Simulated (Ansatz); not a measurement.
**CsSnI3: pressure −2 GPa**

The parent structure is CsSnI$_{3}$ in the cubic perovskite structure (space group Pm-3m, No. 221; a = 6.031 Å).

Modification: a negative pressure, −2 GPa.

Computed with Ansatz (a first-principles code), LDA, PAW, cutoff 420 eV, no spin-orbit coupling. Settings: 8×8×8 k-points, 0.05 eV Fermi–Dirac smearing.

```tsv
quantity	base	changed	shift
volume per atom	43.86 Å³	49.82 Å³	+5.96 Å³
density	4.79 g/cm³	4.22 g/cm³	-0.57 g/cm³
lattice parameter a	6.031 Å	6.292 Å	+0.261 Å
shortest interatomic distance	3.015 Å	3.146 Å	+0.131 Å
enthalpy H = E + PV relative to the base's energy	–	-0.58 eV/atom	–
band gap	zero	0.47 eV	–
electron mass (degenerate bands, along [100])	–	0.037, 0.71, 0.71 mₑ (at R)	–
```

Final structure:

```
CsSnI3
1.0
    6.29200     0.00000     0.00000
    0.00000     6.29200     0.00000
    0.00000     0.00000     6.29200
Cs Sn I
1 1 3
Direct
  0.00000   0.00000   0.00000
  0.50000   0.50000   0.50000
  0.50000   0.00000   0.50000
  0.00000   0.50000   0.50000
  0.50000   0.50000   0.00000
```

With I present, leaving out spin-orbit coupling can change the band edges. Load acts through the strain it causes; cell and atoms are relaxed under it. Effective masses come from finite differences of ±0.01 Å⁻¹. Stability against distortions was not tested. All final runs are without spin polarisation. Many cubic perovskites are stable only at high temperature; tilts and polar distortions were not tested. The zero or small gap of CsSnI3 can change with the level of theory.
